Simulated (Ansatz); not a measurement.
The starting structures come from a database of crystals and need not be the phases stable at ambient conditions.

By PBEsol, the system below comes out a metal.

Without scattering a metal conducts by its projected Fermi surface.

Consider the following.

```xyz
3
Lattice="4.1133 0.0000 0.0000 0.0000 4.1133 0.0000 2.0567 -2.0567 2.9679" Properties=species:S:1:pos:R:3 pbc="T T T"
Ga     2.0567     0.0000     1.4840
Ga     4.1133     2.0567     1.4840
Pt     0.0000     0.0000     0.0000
```

Space group of this cell: I4/mmm. The cell is strained (lengths across the current scaled by 0.98, ions clamped); by PBEsol its mean pressure is 4.7 GPa.

The current flows along the normal of the first two printed cell vectors, the (001) (indices of the unstrained crystal) plane of the conventional cell. No spin-orbit coupling; the value is a mean over 0.1 eV about the Fermi level.

Give the ballistic conductance per area that PBEsol (Ansatz, a program for electronic structure) yields.

0.97 × 10¹⁵ S/m² for both spins.
